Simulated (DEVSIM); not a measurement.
System: abrupt Si n-p junction, at 250 K.

| layer (left to right) | material | thickness (μm) | Nd (cm⁻³) | Na (cm⁻³) | τn (s) | τp (s) |
|---|---|---|---|---|---|---|
| 1 | Si | 0.330 | 2.7e16 | - | 3.6e-6 | 3.6e-6 |
| 2 | Si | 4.00 | - | 3e15 | 3.6e-6 | 3.6e-6 |

Left contact: ohmic. Right contact: ohmic. Voltage is applied to the left contact. Recombination: SRH at mid-gap, radiative, Auger. Mobility is constant in doping.

The device is made up for the run: typed textbook-type constants, with dimensions and the other settings drawn at random. Values at 300 K; Nc and Nv go as T^1.5, mobilities as T to minus their exponent, the gap by Varshni's rule with the affinity fixed.

| parameter | Si |
|---|---|
| gap (eV) | 1.124 |
| affinity (eV) | 4.05 |
| permittivity | 11.7 |
| Nc (cm⁻³) | 2.86e19 |
| Nv (cm⁻³) | 3.1e19 |
| μn (cm²/Vs) | 1417 |
| μp (cm²/Vs) | 470 |
| T exponent of μn | 2.3 |
| T exponent of μp | 2.2 |
| B (cm³/s) | 4.7e-15 |
| Cn (cm⁶/s) | 2.8e-31 |
| Cp (cm⁶/s) | 9.9e-32 |
| Varshni α (eV/K) | 0.000473 |
| Varshni β (K) | 636 |

Simulated with DEVSIM: 1D drift-diffusion, Boltzmann statistics, complete ionisation; no tunnelling, impact ionisation, image-force lowering or self-heating.

Tabulate band edges, carrier densities and field at 10.0 V on the left contact.

Energies count from the Fermi level of the right contact; mesh points crowd at the junctions.

```json
[
 {"x (μm)": "0.000", "Ec (eV)": "-9.856", "Ev (eV)": "-10.992", "n (cm⁻³)": "2.7e16", "p (cm⁻³)": "< 1e2", "field (V/cm)": "140"},
 {"x (μm)": "0.01772", "Ec (eV)": "-9.856", "Ev (eV)": "-10.992", "n (cm⁻³)": "2.7e16", "p (cm⁻³)": "< 1e2", "field (V/cm)": "180"},
 {"x (μm)": "0.04918", "Ec (eV)": "-9.854", "Ev (eV)": "-10.991", "n (cm⁻³)": "2.5e16", "p (cm⁻³)": "< 1e2", "field (V/cm)": "590"},
 {"x (μm)": "0.09772", "Ec (eV)": "-9.845", "Ev (eV)": "-10.981", "n (cm⁻³)": "1.7e16", "p (cm⁻³)": "< 1e2", "field (V/cm)": "4300"},
 {"x (μm)": "0.2067", "Ec (eV)": "-9.609", "Ev (eV)": "-10.745", "n (cm⁻³)": "2.9e11", "p (cm⁻³)": "< 1e2", "field (V/cm)": "43000"},
 {"x (μm)": "0.2651", "Ec (eV)": "-9.285", "Ev (eV)": "-10.421", "n (cm⁻³)": "83000", "p (cm⁻³)": "< 1e2", "field (V/cm)": "68000"},
 {"x (μm)": "0.3010", "Ec (eV)": "-9.015", "Ev (eV)": "-10.151", "n (cm⁻³)": "< 1e2", "p (cm⁻³)": "< 1e2", "field (V/cm)": "83000"},
 {"x (μm)": "0.3297", "Ec (eV)": "-8.760", "Ev (eV)": "-9.896", "n (cm⁻³)": "< 1e2", "p (cm⁻³)": "< 1e2", "field (V/cm)": "95000"},
 {"x (μm)": "0.3468", "Ec (eV)": "-8.599", "Ev (eV)": "-9.735", "n (cm⁻³)": "< 1e2", "p (cm⁻³)": "< 1e2", "field (V/cm)": "94000"},
 {"x (μm)": "0.3809", "Ec (eV)": "-8.281", "Ev (eV)": "-9.417", "n (cm⁻³)": "< 1e2", "p (cm⁻³)": "< 1e2", "field (V/cm)": "92000"},
 {"x (μm)": "0.4379", "Ec (eV)": "-7.762", "Ev (eV)": "-8.898", "n (cm⁻³)": "< 1e2", "p (cm⁻³)": "< 1e2", "field (V/cm)": "90000"},
 {"x (μm)": "0.5901", "Ec (eV)": "-6.449", "Ev (eV)": "-7.585", "n (cm⁻³)": "< 1e2", "p (cm⁻³)": "< 1e2", "field (V/cm)": "83000"},
 {"x (μm)": "0.8264", "Ec (eV)": "-4.625", "Ev (eV)": "-5.761", "n (cm⁻³)": "< 1e2", "p (cm⁻³)": "< 1e2", "field (V/cm)": "72000"},
 {"x (μm)": "1.221", "Ec (eV)": "-2.153", "Ev (eV)": "-3.289", "n (cm⁻³)": "< 1e2", "p (cm⁻³)": "< 1e2", "field (V/cm)": "53000"},
 {"x (μm)": "2.276", "Ec (eV)": "0.901", "Ev (eV)": "-0.235", "n (cm⁻³)": "< 1e2", "p (cm⁻³)": "4.3e14", "field (V/cm)": "4800"},
 {"x (μm)": "3.203", "Ec (eV)": "0.943", "Ev (eV)": "-0.193", "n (cm⁻³)": "< 1e2", "p (cm⁻³)": "3.0e15", "field (V/cm)": "≈ 0"},
 {"x (μm)": "3.700", "Ec (eV)": "0.943", "Ev (eV)": "-0.193", "n (cm⁻³)": "< 1e2", "p (cm⁻³)": "3.0e15", "field (V/cm)": "≈ 0"},
 {"x (μm)": "3.997", "Ec (eV)": "0.943", "Ev (eV)": "-0.193", "n (cm⁻³)": "< 1e2", "p (cm⁻³)": "3.0e15", "field (V/cm)": "≈ 0"},
 {"x (μm)": "4.188", "Ec (eV)": "0.943", "Ev (eV)": "-0.193", "n (cm⁻³)": "< 1e2", "p (cm⁻³)": "3.0e15", "field (V/cm)": "≈ 0"},
 {"x (μm)": "4.260", "Ec (eV)": "0.943", "Ev (eV)": "-0.193", "n (cm⁻³)": "< 1e2", "p (cm⁻³)": "3.0e15", "field (V/cm)": "≈ 0"},
 {"x (μm)": "4.303", "Ec (eV)": "0.943", "Ev (eV)": "-0.193", "n (cm⁻³)": "< 1e2", "p (cm⁻³)": "3.0e15", "field (V/cm)": "≈ 0"},
 {"x (μm)": "4.330", "Ec (eV)": "0.943", "Ev (eV)": "-0.193", "n (cm⁻³)": "< 1e2", "p (cm⁻³)": "3.0e15", "field (V/cm)": "≈ 0"}
]
```
